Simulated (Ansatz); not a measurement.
## Habitual settings against a tight run: Ge (Cmmm, 1 atom in the cell)

Self-consistent single point.

```
CELL_PARAMETERS angstrom
      1.37969    -2.56801     0.00000
      1.37969     2.56801     0.00000
      0.00000     0.00000     2.66450
ATOMIC_POSITIONS crystal
  Ge 0.50000 0.50000 0.00000
```

Computed with PBEsol, default PAW files made with PBE (plane waves; Ansatz, a first-principles code).

Base settings: basis.ecutwfc = 30.9 Ry; kpoints.mp_grid.grid = 11 11 10; kpoints.mp_grid.shift = 0.5 0.5 0.5; hamiltonian.xc = pbesol; hamiltonian.pseudopotentials = {kind: paw} (the program's default PAW files); scf.occupations.method = cold; scf.occupations.width = 0.0073 Ry.

Tight run (finer mesh or higher cutoff; not a proven limit): basis.ecutwfc: 30.9 Ry → 43.4 Ry; kpoints.mp_grid.grid: 11 11 10 → 15 15 14; scf.convergence.dr2_threshold: default (1e-07 eV) → 1e-09 eV. It gave Fermi level (on the code's own zero) 10.85 eV; pressure -1.51 GPa.

Quick runs, as changes from the base:
- A: the base itself
- B: basis.ecutwfc: 30.9 Ry → 18.4 Ry; kpoints.mp_grid.grid: 11 11 10 → 6 6 6; hamiltonian.xc: pbesol → lda [LDA (PW92)]
- C: basis.ecutwfc: 30.9 Ry → 24.6 Ry; kpoints.mp_grid.grid: 11 11 10 → 6 6 6; hamiltonian.xc: pbesol → lda; scf.occupations.width: 0.0073 Ry → 0.0147 Ry; scf.convergence.dr2_threshold: default (1e-07 eV) → 0.001 eV [LDA (PW92)]
- D: basis.ecutwfc: 30.9 Ry → 15.4 Ry; kpoints.mp_grid.grid: 11 11 10 → 8 8 8
- E: basis.ecutwfc: 30.9 Ry → 15.4 Ry; kpoints.mp_grid.grid: 11 11 10 → 2 2 2
- F: basis.ecutwfc: 30.9 Ry → 15.4 Ry; kpoints.mp_grid.grid: 11 11 10 → 4 4 4; scf.occupations.method: cold → gaussian; scf.occupations.width: 0.0073 Ry → 0.02 Ry

Energies are extrapolated to zero smearing width, which holds to low order in the width alone.

Dashes: energy of B, C, another energy zero.

† marks runs with another functional, U, potentials or spin treatment: their distance from the tight run is not a convergence error alone.

The count of work is k-points × plane waves × bands × iterations; it is no time. 

Pressures in the table are Ansatz's without its Pulay estimate, at a fixed set of plane waves; the tight run's value above holds the estimate.

The starting cell comes from a database of computed structures (which also holds hypothetical and non-ambient phases and stackings), without a prior relaxation at this level. Its lattice was rescaled by a random factor within 2.5 % of one.

```
run  energy less tight (meV/atom)  pressure less tight (GPa)  count of work / tight
---  ----------------------------  -------------------------  ---------------------
A                           -10.0                      -0.28                   0.21
B†                              –                     -73.80                  0.022
C†                              –                      -3.78                  0.017
D                          6051.9                    -263.44                  0.039
E                          8176.2                    -252.82                 0.0013
F                          5987.9                    -263.78                 0.0059
```

Among the runs at the tight run's level, the energy misses run from 10.0 to 8176.2 meV/atom.

Keys are those of Ansatz 0.2.
